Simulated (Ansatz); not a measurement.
# A computed series for Zr: response to strain

Start from Zr in the hcp (Mg type) structure (space group P6_3/mmc, No. 194; a = 3.144 Å, c = 5.093 Å; relaxed with 0.1 eV smearing). Axes: x lies along a and z along c of the hexagonal cell.

Strains are applied to the cell and any free atomic positions relax.

Computed with LDA (Ansatz, a quantum-chemistry and plane-wave program, PAW, no spin-orbit coupling).

Notes on the quantities. energy relative to the base: free energy F.

| uniaxial strain ε_zz (%) | energy relative to the base (meV/atom) |
|---|---|
| 0 | 0.0 |
| 0.5 | ? |
| 1 | 1.2 |
| 1.5 | 2.6 |
| 2 | 4.6 |
| 2.5 | 7.0 |
| 3 | 10.0 |

Q: Fit ΔE = Aε² + Bε³ (ε in %) to the rows shown and predict the withheld row.

A: Least squares on the printed values gives A = 1.21 and B = -0.034 meV/atom (largest residual 0.0 meV/atom); this predicts 0.3 meV/atom, and the run gives 0.3 meV/atom, in agreement.

Stability against distortions was not tested. The final runs are not spin-polarised.
